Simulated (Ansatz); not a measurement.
Consider MgO in the rock salt structure (space group Fm-3m, No. 225; a = 4.2142 Å).

Level of theory: PBEsol, PAW, 420 eV (Ansatz, a program for electronic structure; no spin-orbit coupling).

For the base:

The gap character is direct at Γ. The lattice parameter a comes out as 4.214 Å and the band gap comes out as 4.62 eV.

Modification: a hydrostatic pressure of 9 GPa.

Task: Estimate the effect on the gap character.

Result: The gap character stays direct at Γ.

Task: What happens to the lattice parameter a?

Result: The lattice parameter a drops by 0.0716 Å, from 4.214 Å to 4.143 Å.

Task: How does this affect the band gap?

Result: The band gap goes up by 0.51 eV, from 4.62 eV to 5.13 eV.

Load acts through the strain it causes; cell and atoms are relaxed under it. Whether these cells are dynamically stable was not tested. Competing high-pressure phases were not computed.
